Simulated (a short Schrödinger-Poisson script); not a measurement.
Stack: gated Al0.4Ga0.6N/GaN polarisation-induced gas, at 300 K.

```tsv
layer	material	thickness (nm)	Na (cm⁻³)
1	Al0.4Ga0.6N	10	-
2	GaN	6000	2e15
```

Constants are typed, rounded textbook-type inputs, not results; the design itself was drawn at random and stands for no fabricated device. Al0.4Ga0.6N: permittivity 9.26, conduction-band edge (eV) 0.58, gap (eV) 4.258, electron mass (mₑ) 0.248, Nv at 300 K (cm⁻³) 4.6e19. GaN: permittivity 9.5, conduction-band edge (eV) 0, gap (eV) 3.43, Nv at 300 K (cm⁻³) 4.6e19.

Channel valleys (confinement mass, in-plane density-of-states mass, number): Γ 0.2, 0.2, 1. At the gate the conduction-band edge of layer 1 lies 1.36 eV − eVg above the Fermi level of the channel; the field vanishes at the back. Sheet of polarisation charge: +2e13 e/cm² at 10 nm from the gate. The barrier under the gate holds no holes. Gaps are held at their typed values at every temperature. Mesh 0.08 nm at interfaces.

Solved with a short Schrödinger-Poisson script written for these runs: 1D Poisson equation in equilibrium, electrons quantum, Hartree (BenDaniel-Duke, 40 states a valley, the channel's in-plane mass for all, wave functions free to enter the barrier), parabolic valleys, classical holes, full ionisation, no traps, pinning or gate leakage.

The same stack at other levels of the model or other numerical settings:

```tsv
run	sheet density of all electrons at Vg = 0.5 V (cm⁻²)	sheet density of all electrons at Vg = -2 V (cm⁻²)	capacitance at Vg = 0.5 V (μF/cm²)	centroid of the channel electrons at Vg = 0.5 V (nm)	rough cost against the base
base	1.58e13	4.40e12	0.756	1.80	about 1
electrons treated as classical, Boltzmann	(withheld)	(withheld)	0.804	0.60	0.02
electrons treated as classical, Fermi-Dirac	1.59e13	4.62e12	(withheld)	1.59	0.1
electrons treated as quantum, Hartree plus LDA exchange-correlation	1.61e13	4.55e12	0.760	1.65	2
mesh six times as coarse	1.58e13	4.39e12	0.757	1.74	0.3
one subband a valley	1.57e13	4.37e12	0.748	1.35	0.6
```

Task: Fill in the missing entries.

Result: 
- electrons treated as classical, Fermi-Dirac, capacitance at Vg = 0.5 V (μF/cm²): 0.734
- electrons treated as classical, Boltzmann, sheet density of all electrons at Vg = -2 V (cm⁻²): 4.99e12
- electrons treated as classical, Boltzmann, sheet density of all electrons at Vg = 0.5 V (cm⁻²): 1.74e13

The classical rows ignore confinement, and Boltzmann statistics overrate the density once the band edge passes the Fermi level.
